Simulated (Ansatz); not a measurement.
A (12,0) carbon nanotube has 48 atoms in a period of 4.272 Å, a mean diameter of 9.48 Å, and lies 89 meV/atom over the flat sheet relaxed at the same level.

Calculation: PBE (plane waves to 420 eV, PAW; Ansatz, a program for electronic structure). Mesh 1×1×18. No spin polarisation. One-dimensional cell, images about 11 Å apart. An idealised model, rolled from the flat sheet. Symmetry and one short period hold its shape; lower forms weren't sought.

Which bending rigidity of the sheet does this imply in the thin-plate picture?

A plate bent to radius R stores D/(2R²) an area. The area an atom is π × 9.48 × 4.272/48 = 2.65 Å², so the stored energy is 0.089/2.65 = 0.0336 eV/Å². With R = 4.740 Å, D = 2R² × 0.0336 = 1.5 eV.
